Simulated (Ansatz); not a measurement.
Ansatz (an electronic-structure program) run on CdPbF₆ (P1, 8 atoms in the cell): self-consistent single point.

Level of theory: LDA (PW92), PAW files made with PBE (plane waves; Ansatz).

The change in words: lattice scaled by 0.98. Reference geometry:
```xyz
8
Lattice="2.6439 1.5265 5.1119 -2.6439 1.5265 5.1119 0.0000 -3.0530 5.1119" Properties=species:S:1:pos:R:3 pbc="T T T"
Cd     0.0200     0.0270     7.6987
Pb     0.0082    -0.0080     0.0065
F     -0.9824    -1.4959     8.9931
F      0.9583     1.4839     6.3124
F      1.7793    -0.0823     9.0037
F     -1.7932     0.0473     6.3455
F     -0.8291     1.6033     8.9687
F      0.8389    -1.5753     6.3467
```

Reference input (self-consistent single point, DFT, LDA (PW92), plane waves, PAW files made with PBE): basis.ecutwfc = 30.9 Ry; kpoints.mp_grid.grid = 3 3 3; hamiltonian.xc = lda; hamiltonian.pseudopotentials = {kind: paw} (the program's default PAW files); scf.occupations.method = fermi_dirac; scf.occupations.width = 0.0007 Ry. This run's input differs from it in these lines:

Ansatz 0.2 input:
```diff
@@ -2,14 +2,14 @@
   lattice:
-    - [2.643950, 1.526485, 5.111937]
-    - [-2.643950, 1.526485, 5.111937]
-    - [0.000000, -3.052970, 5.111937]
+    - [2.591071, 1.495955, 5.009698]
+    - [-2.591071, 1.495955, 5.009698]
+    - [0.000000, -2.991911, 5.009698]
   atoms:
-    - { symbol: Cd, position_ang: [0.020046, 0.027010, 7.698684] }
-    - { symbol: Pb, position_ang: [0.008202, -0.007962, 0.006461] }
-    - { symbol: F, position_ang: [-0.982423, -1.495913, 8.993144] }
-    - { symbol: F, position_ang: [0.958313, 1.483898, 6.312445] }
-    - { symbol: F, position_ang: [1.779296, -0.082313, 9.003665] }
-    - { symbol: F, position_ang: [-1.793159, 0.047297, 6.345453] }
-    - { symbol: F, position_ang: [-0.829127, 1.603273, 8.968740] }
-    - { symbol: F, position_ang: [0.838854, -1.575285, 6.346746] }
+    - { symbol: Cd, position_ang: [0.019646, 0.026469, 7.544710] }
+    - { symbol: Pb, position_ang: [0.008038, -0.007803, 0.006332] }
+    - { symbol: F, position_ang: [-0.962775, -1.465995, 8.813281] }
+    - { symbol: F, position_ang: [0.939147, 1.454219, 6.186196] }
+    - { symbol: F, position_ang: [1.743710, -0.080667, 8.823591] }
+    - { symbol: F, position_ang: [-1.757295, 0.046350, 6.218543] }
+    - { symbol: F, position_ang: [-0.812544, 1.571207, 8.789365] }
+    - { symbol: F, position_ang: [0.822077, -1.543780, 6.219811] }
 basis:
```

Output (repeated stretches shortened):

```
SCF iter   1: F=—  HF=-24493.360801 eV  |F-HF|=—  |Δ(HF+E_count)|=         —  Δρ=1.50e-1  dr2=2.54e1  ethr=3.10e-3  ⟨swp⟩=6.8  Hψ=2653  notcnv=0
all-band conjugate gradients solve this SCF's bands
preconditioner: auto → Resta (q_TF=auto, 2.541 Å⁻¹)
SCF iter   2: F=—  HF=-24484.693306 eV  |F-HF|=—  |Δ(HF+E_count)|=    8.67e0  Δρ=4.67e-2  dr2=2.83e0  ethr=3.10e-3  ⟨swp⟩=3.8  Hψ=1644  notcnv=0  defer=41
   [... lines left out ...]
SCF iter   8: F=—  HF=-24483.497933 eV  |F-HF|=—  |Δ(HF+E_count)|=   6.49e-5  Δρ=2.24e-4  dr2=3.64e-5  ethr=1.24e-7  ⟨swp⟩=2.0  Hψ=1079  notcnv=0  defer=41
SCF iter   9: F=—  HF=-24483.497926 eV  |F-HF|=—  |Δ(HF+E_count)|=   6.67e-6  Δρ=4.86e-5  dr2=2.08e-6  ethr=4.79e-8  ⟨swp⟩=2.0  Hψ=977  notcnv=0  defer=41
SCF iter  10: F=—  HF=-24483.497926 eV  |F-HF|=—  |Δ(HF+E_count)|=   4.70e-7  Δρ=1.07e-5  dr2=1.47e-7  ethr=2.74e-9  ⟨swp⟩=2.0  Hψ=885  notcnv=0  defer=41
SCF iter  11: F=-24483.497927 eV  HF=-24483.497927 eV  |F-HF|=3.64e-9  |Δ(HF+E_count)|=   1.57e-7  Δρ=4.39e-6  dr2=1.65e-8  ethr=1.32e-10  ⟨swp⟩=13.9  Hψ=3178  notcnv=0
SCF 1 converged in 11 iterations: F = -24483.497927 eV  dr2 = 1.65e-8
Free energy (F): -24483.497927 eV
Internal energy: -24483.497927 eV  (E = F + TS)
E sigma→0 (E₀):  -24483.497927 eV
Fermi energy:    3.902575 eV
--- Forces (eV/Å), atoms counted from 1 ---
  atom   1  Cd    -0.16726493    -0.24201536    -0.32432871
  atom   2  Pb     0.04661259     0.08733554     0.26284052
  atom   3  F      0.55893244    -0.03134845    -0.37436983
  atom   4  F     -0.44931579     0.06510688     0.28782763
  atom   5  F     -0.02972527     0.29973342    -0.10380505
  atom   6  F      0.22320842    -0.17432229     0.21185088
  atom   7  F     -0.22474737    -0.19275234    -0.12543113
  atom   8  F      0.04228803     0.18824945     0.16542786
--- Stress (GPa, compression-positive) ---
        2.687623      -0.023760      -0.881711
       -0.023759       1.631947      -0.099119
       -0.881711      -0.099119       2.332246
  P = ⅓ Tr σ = 2.2173 GPa (22.173 kbar)
  The stress holds the Pulay correction. Without it, at fixed plane waves, as pw.x and ABINIT print it: P = 1.6531 GPa
```

The run converged in 11 iterations. Against the reference run the free energy goes down by 5.6 meV/atom, the pressure goes from -3.85 to 2.22 GPa, the largest force goes from 0.346 to 0.673 eV/Å and the gap on the mesh goes from 2.261 to 2.444 eV.

The starting cell comes from a database of computed structures (which also holds hypothetical and non-ambient phases and stackings), without a prior relaxation at this level. Its atoms were displaced at random from the sites of space group no. 148. For this run, on top of that: lattice scaled by 0.98. Spin-orbit coupling is off. Ansatz's pressure includes its estimate of the finite-basis (Pulay) stress. Without the estimate this run gives 1.65 GPa.
